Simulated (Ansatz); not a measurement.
Consider ZnAu in the CsCl type structure (space group Pm-3m, No. 221; a = 3.1286 Å; relaxed with 0.1 eV smearing). Axes: x, y, z lie along the cube axes.

Level of theory: plane-wave PAW DFT at the PBEsol level (Ansatz, an electronic-structure program, 420 eV), no spin-orbit coupling.

It is then changed as follows: uniaxial strain ε_zz = +2.50 %, all other strain components held at zero; the atoms relax in the strained cell.

### Question
What happens to the stress?

### Answer
The stress (xx, yy, zz, yz, xz, xy; compression positive) amounts to (-3.3, -3.3, -3.3, 0.0, 0.0, 0.0) GPa.

No phonon test of stability was made.
